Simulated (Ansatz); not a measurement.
# TiB2, response to strain

The parent structure is TiB2 (space group P6/mmm, No. 191; a = 3.017 Å, c = 3.185 Å).

Strains are applied to the cell and any free atomic positions relax.

Calculations: PBEsol in Ansatz (plane waves to 420 eV, PAW, without spin-orbit coupling).

Notes on the quantities. pressure: mean of the normal stresses, compression positive; energy relative to the base: free energy F.

| variant | pressure | energy relative to the base | shortest interatomic distance |
|---|---|---|---|
| base | 0.0 GPa | 0 meV/atom | 1.742 Å |
| isotropic strain −3.00 % | 29.2 GPa | +62 meV/atom | 1.690 Å |
| isotropic strain −1.50 % | 13.3 GPa | +15 meV/atom | 1.716 Å |
| isotropic strain −1.00 % | 8.6 GPa | +6.5 meV/atom | 1.725 Å |
| isotropic strain −0.50 % | 4.1 GPa | +1.6 meV/atom | 1.733 Å |
| isotropic strain +0.50 % | -3.9 GPa | +1.6 meV/atom | 1.751 Å |
| isotropic strain +1.00 % | -7.6 GPa | +6.1 meV/atom | 1.760 Å |
| isotropic strain +1.50 % | (withheld) | (withheld) | 1.768 Å |
| isotropic strain +2.50 % | -17.2 GPa | +37 meV/atom | 1.786 Å |
| isotropic strain +3.00 % | -20.0 GPa | +52 meV/atom | 1.794 Å |

Q: Complete the table.

A: 
- isotropic strain +1.50 %, pressure: -11.0 GPa
- isotropic strain +1.50 %, energy relative to the base: +14 meV/atom

The mesh was chosen for an insulator and is coarse for the gapless case. Stability against distortions was not tested. The final runs are not spin-polarised.

Ansatz is a quantum-chemistry and plane-wave program.
